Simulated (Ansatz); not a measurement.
**CaF2, pressure series**

Take CaF$_{2}$ in the fluorite structure (space group Fm-3m, No. 225) as the base.

```
CaF2
1.0
    0.00000     2.75548     2.75548
    2.75548     0.00000     2.75548
    2.75548     2.75548     0.00000
Ca F
1 2
Direct
  0.00000   0.00000   0.00000
  0.25000   0.25000   0.25000
  0.75000   0.75000   0.75000
```

Cell and atoms are relaxed at each pressure.

Calculations: PBE (Ansatz, an electronic-structure program, PAW, without spin-orbit coupling).

Candidates:
(a) pressure 9 GPa
(b) pressure 4.2 GPa
(c) pressure 18 GPa

Before the change:

| Item | Value |
|---|---|
| Band gap | 7.14 eV |

Question: Order them by band gap, lowest first.

Answer: (b) pressure 4.2 GPa (7.43 eV), (a) pressure 9 GPa (7.71 eV), (c) pressure 18 GPa (8.15 eV)

Load acts through the strain it causes; cell and atoms are relaxed under it. Stability against distortions was not tested. Competing high-pressure phases were not computed.
